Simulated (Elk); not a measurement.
Worked example: self-consistent single point of CoSi2 (Fm-3m, 3 atoms in the cell) in Elk.

Computed with PBEsol, all-electron FP-LAPW, Elk's shipped species files, APW+lo basis with extra local orbitals (Elk).

```xyz
3
Lattice="0.0000 2.6800 2.6800 2.6800 0.0000 2.6800 2.6800 2.6800 0.0000" Properties=species:S:1:pos:R:3 pbc="T T T"
Co     0.0000     0.0000     0.0000
Si     1.3400     1.3400     1.3400
Si     4.0200     4.0200     4.0200
```

Reference input (self-consistent single point, DFT, PBE, all-electron FP-LAPW, Elk's shipped species files, APW+lo basis with extra local orbitals): xctype = 20; rgkmax = 7.5; stype = 0; swidth = 0.00999582 Ha; ngridk = 14 14 14; gmaxvr = 16 1/bohr; nxlo = 2; lorbcnd = true; lmaxi = 3; maxscl = 100. This run's input differs from it in these lines:

```diff
@@ -4,3 +4,3 @@
 xctype
-  20
+  22
```

Output (repeated stretches shortened):

```
│ Self-consistent loop started │
│ Loop number : 1 │
 total energy                :     -1988.58016376
│ Loop number : 2 │
 total energy                :     -1987.52600584
RMS change in Kohn-Sham potential (target) :   0.5354812817     (  0.1000000000E-05)
Absolute change in total energy (target)   :    1.054157911     (  0.1000000000E-03)
│ Loop number : 3 │
 total energy                :     -1988.27163984
RMS change in Kohn-Sham potential (target) :   0.5404073813     (  0.1000000000E-05)
Absolute change in total energy (target)   :   0.4820945143     (  0.1000000000E-03)
│ Loop number : 4 │
   [... lines left out ...]
Absolute change in total energy (target)   :   0.1084552653E-02 (  0.1000000000E-03)
│ Loop number : 16 │
 total energy                :     -1971.42023779
RMS change in Kohn-Sham potential (target) :   0.1166412450E-05 (  0.1000000000E-05)
Absolute change in total energy (target)   :   0.1215469597E-03 (  0.1000000000E-03)
│ Loop number : 17 │
 total energy                :     -1971.42019855
RMS change in Kohn-Sham potential (target) :   0.2574418837E-06 (  0.1000000000E-05)
Absolute change in total energy (target)   :   0.8853536656E-05 (  0.1000000000E-03)
Convergence targets achieved

│ Loop number : 18 │

Energies :
 Fermi                       :     0.349753397262
 total energy                :     -1971.42019484

Density of states at Fermi energy :    28.77348934
 (states/Hartree/unit cell)

Estimated indirect band gap :   0.3249531199E-02
 from k-point     14 to k-point     66
Estimated direct band gap   :   0.1511749006E-01
 at k-point     34

Charges :
 core                        :    32.00000000
 valence                     :    23.00000000
 interstitial                :    4.681270778
 muffin-tins (core leakage)
  species :    1 (Co)
   atom    1                 :    26.43585582     (  0.1046183199E-02)
  species :    2 (Si)
   atom    1                 :    11.94143670     (  0.2555271456E-02)
   atom    2                 :    11.94143670     (  0.2555271456E-02)
 total in muffin-tins        :    50.31872922
 total calculated charge     :    54.98808238
 total charge                :    55.00000000
 error                       :   0.1191761838E-01

│ Self-consistent loop stopped │
```

The run converged in 18 iterations. The count includes the last loop, which Elk runs after its targets are met. 

The starting cell has typed, rounded lattice constants, without a prior relaxation at this level. Spin polarisation is off. Values depend on the basis (sphere radii, cutoffs, local orbitals), which need not be converged. The log's line on a gap gives a spacing of levels on this mesh, which the program prints for metals too.

Cost on one core of a shared machine: roughly 2 min.
